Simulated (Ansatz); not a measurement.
Density of states of GaBO3 (R-3c) above the conduction band minimum, PBEsol, rigid bands (Ansatz, an electronic-structure program); cell volume 86.0 Å³.

(energy from edge (eV), 10⁻³ states/eV/cell): (0.006, 26.8); (0.031, 61.2); (0.056, 84.0); (0.081, 103); (0.106, 119); (0.131, 135); (0.156, 149); (0.181, 162); (0.206, 177); (0.231, 188); (0.256, 199); (0.281, 210); (0.319, 227); (0.344, 237); (0.369, 248); (0.394, 260); (0.419, 270); (0.444, 281); (0.469, 290); (0.494, 301); (0.519, 312); (0.544, 320); (0.569, 332); (0.594, 342)

**Question.** What effective density of states at 300 K does this give (∫ g(E) exp(−E/k_BT) dE, both spins, divided by the cell's size)?

**Answer.** 1.5e19 cm⁻³, a density-of-states mass of 0.72 mₑ, valleys and band degeneracy included.

Spin-orbit coupling is left out. Geometry: cell and atoms relaxed with PBEsol.

Formula and space group known from diffraction (Crystallography Open Database), not checked to be the room-temperature form: GaBO3 (R-3c).
